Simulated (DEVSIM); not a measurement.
Structure: W/HfO2/SiO2/p-Si capacitor, at 300 K.

```csv
layer (left to right),material,thickness (nm),Na (cm⁻³)
1,HfO2,14.0,-
2,SiO2,1.10,-
3,Si,4700,1.5e15
```

Metal gate on the left, work function 4.6 eV. Fixed charge at the semiconductor interface 1.3e10 cm⁻² (in units of +e); interface traps 1e12 cm⁻² eV⁻¹, uniform in energy, neutral level at 0.5 of the gap above the valence band.

The device is made up for the run: typed textbook-type constants, with dimensions and the other settings drawn at random. Values at 300 K.

| parameter | HfO2 | SiO2 | Si |
|---|---|---|---|
| gap (eV) | 5.7 | 9 | 1.124 |
| affinity (eV) | 2.5 | 0.9 | 4.05 |
| permittivity | 22 | 3.9 | 11.7 |
| Nc (cm⁻³) | - | - | 2.86e19 |
| Nv (cm⁻³) | - | - | 3.1e19 |

Simulated with DEVSIM: 1D Poisson equation in equilibrium, Boltzmann statistics, complete ionisation; no quantum confinement or tunnelling. Metal contacts follow the ideal Schottky-Mott rule: no Fermi-level pinning, no interface dipoles.

### Question
Tabulate band edges, carrier densities and field at 0.2 V on the gate.

### Answer
Energies count from the Fermi level of the right contact; mesh points crowd at the junctions.

| x (μm) | Ec (eV) | Ev (eV) | n (cm⁻³) | p (cm⁻³) | field (V/cm) |
|---|---|---|---|---|---|
| 0.000 | 1.900 | -3.800 | < 1e2 | < 1e2 | 21000 |
| 0.001595 | 1.903 | -3.797 | < 1e2 | < 1e2 | 21000 |
| 0.005009 | 1.910 | -3.790 | < 1e2 | < 1e2 | 21000 |
| 0.01020 | 1.921 | -3.779 | < 1e2 | < 1e2 | 21000 |
| 0.01346 | 1.928 | -3.772 | < 1e2 | < 1e2 | 21000 |
| 0.01446 | 3.534 | -5.466 | < 1e2 | < 1e2 | 120000 |
| 0.01518 | 0.392 | -0.732 | 7.5e12 | 1.6e7 | 14000 |
| 0.01815 | 0.396 | -0.728 | 6.4e12 | 1.8e7 | 14000 |
| 0.02444 | 0.405 | -0.719 | 4.5e12 | 2.6e7 | 14000 |
| 0.04015 | 0.427 | -0.697 | 1.9e12 | 6.1e7 | 14000 |
| 0.07938 | 0.480 | -0.644 | 2.5e11 | 4.7e8 | 13000 |
| 0.2282 | 0.647 | -0.477 | 3.9e8 | 3.0e11 | 9500 |
| 0.5488 | 0.835 | -0.289 | 270000 | 4.3e14 | 2500 |
| 1.349 | 0.867 | -0.257 | 78000 | 1.5e15 | ≈ 0 |
| 3.481 | 0.867 | -0.257 | 77000 | 1.5e15 | ≈ 0 |
| 4.221 | 0.867 | -0.257 | 77000 | 1.5e15 | ≈ 0 |
| 4.518 | 0.867 | -0.257 | 77000 | 1.5e15 | ≈ 0 |
| 4.637 | 0.867 | -0.257 | 77000 | 1.5e15 | ≈ 0 |
| 4.692 | 0.867 | -0.257 | 77000 | 1.5e15 | ≈ 0 |
| 4.707 | 0.867 | -0.257 | 77000 | 1.5e15 | ≈ 0 |
| 4.712 | 0.867 | -0.257 | 77000 | 1.5e15 | ≈ 0 |
| 4.715 | 0.867 | -0.257 | 77000 | 1.5e15 | ≈ 0 |
